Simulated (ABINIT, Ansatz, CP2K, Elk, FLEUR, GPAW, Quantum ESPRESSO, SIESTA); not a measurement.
## MnS (Fm-3m, 4 atoms in the cell) computed with different codes at matched settings

Self-consistent single point, at a second geometry (lattice scaled by 0.98). First geometry:

```
CELL_PARAMETERS angstrom
      5.09159     2.54579     2.54579
      2.54579     5.09159     2.54579
      2.54579     2.54579     5.09159
ATOMIC_POSITIONS crystal
  Mn 0.00000 0.00000 0.00000
  Mn 0.50000 0.50000 0.50000
  S  0.25000 0.25000 0.25000
  S  0.75000 0.75000 0.75000
```
Moments meant for the start (each program seeds them in its own way; μB, in the order of the atoms Mn Mn S S): 5.0 -5.0 0.0 0.0.

Shared settings, as Ansatz (a quantum-chemistry and plane-wave program) writes them: kpoints.mp_grid.grid = 6 6 6; scf.occupations.method = fermi_dirac; scf.occupations.width = 0.02 eV. Potentials and cutoffs stand in the table.

```csv
code,model,ΔF from the first geometry (meV/atom),pressure (GPa),gap on the mesh (eV),cutoff
Elk,"PBE, all-electron FP-LAPW, Elk's shipped species files, APW+lo basis with extra local orbitals",27.4,–,0.275,rgkmax 8
Ansatz,"PBE, default PAW files",28.2,7.55,–,default
CP2K,"PBE, GPW, DZVP-MOLOPT-SR-GTH basis, GTH-PBE potentials (GTH_POTENTIALS)",29.4,7.93,0.655,grid 600 Ry
ABINIT,"PBE, PAW (JTH v2.0 PBE PAW)",29.7,7.67,0.302,30 Ha
SIESTA,"GGA PBE, numerical atomic orbitals DZP, PseudoDojo PBE standard norm-conserving potentials (rewritten from UPF to PSML)",23.6,7.05,0.636,grid 300 Ry
GPAW,"PBE, GPAW PAW datasets PBE (gpaw-data 1.0.1)",30.6,8.07,0.277,800 eV
FLEUR,"PBE, all-electron FLAPW (FLEUR), scalar-relativistic valence",32.7,–,0.305,Kmax 4.5 1/bohr
Quantum ESPRESSO,"PBE, GBRV 1.5 ultrasoft (PBE) pseudopotentials",29.2,7.60,0.332,50 Ry
```

A dash marks a value that a program does not give, or that is left out as unsure.

No gap is tabulated for Ansatz: it is not read from that output, or partly filled or unconverged empty levels leave it unsure.

Gaps are read on the mesh.

On Ansatz's run: the magnetic order is the one reached from the typed start; others were not searched systematically.

The spread over the programs that give each value: ΔF from the first geometry within 9.1 meV/atom; pressure within 1.02 GPa; gap on the mesh within 0.380 eV.

CP2K and SIESTA use small atom-centred bases, whose incompleteness enters pressures, forces and empty levels differently from a plane-wave cutoff. Elk and FLEUR treat all electrons, but the usual bases taken here (sphere radii, linearisation, local orbitals, empty states) were not tested for convergence, so the values are no reference for the others. Ansatz's pressure is given at a fixed set of plane waves, as the other plane-wave codes print theirs; with its correction for the finite basis it is 7.60 GPa. In the gap, CP2K (by 0.353) and SIESTA (by 0.334) lie more than 0.12 eV from the median of the plane-wave programs.

The starting cell has typed, rounded lattice constants, without a prior relaxation at this level. Its lattice was rescaled by a random factor within 2.5 % of one. For this run, on top of that: lattice scaled by 0.98.

Keys are those of Ansatz 0.2.
